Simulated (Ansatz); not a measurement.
A 32-atom cell of (Zn,Hg)S started in the zinc blende structure, site fractions Zn 0.938, Hg 0.062, short-range order -0.07 among the nearest mixed sites of the first mixed sublattice (0 is random, a negative value favours unlike neighbours), space group I-43m at the end, an ordered arrangement that its symmetry holds. The mixed sublattice has 16 sites.

The mixing enthalpy is taken against the end members in the zinc blende type (which need not be the stable form of HgS), relaxed in the same cell and mesh.

Computed with PBE (plane waves to 420 eV, PAW; Ansatz, a program for electronic structure). Spin–orbit coupling is left out; with elements this heavy it can move edges by tenths of an eV. Its k-point mesh 3×3×3, Fermi–Dirac width 0.01 eV.

```
cell       energy at zero smearing (eV)
---------  ----------------------------
ZnS                          -67563.749
HgS                         -235452.967
HgZn15S16                    -78056.669
```

### Question
Work out the mixing enthalpy per mixed site and the interaction parameter Ω of a regular solution.

### Answer
With x = 1/16 of the second end member, ΔH = [-78056.669 − 15/16 × (-67563.749) − 1/16 × (-235452.967)] / 16 = 9.8 meV against the separate end members. Ω = ΔH / x(1 − x) = 167 meV.
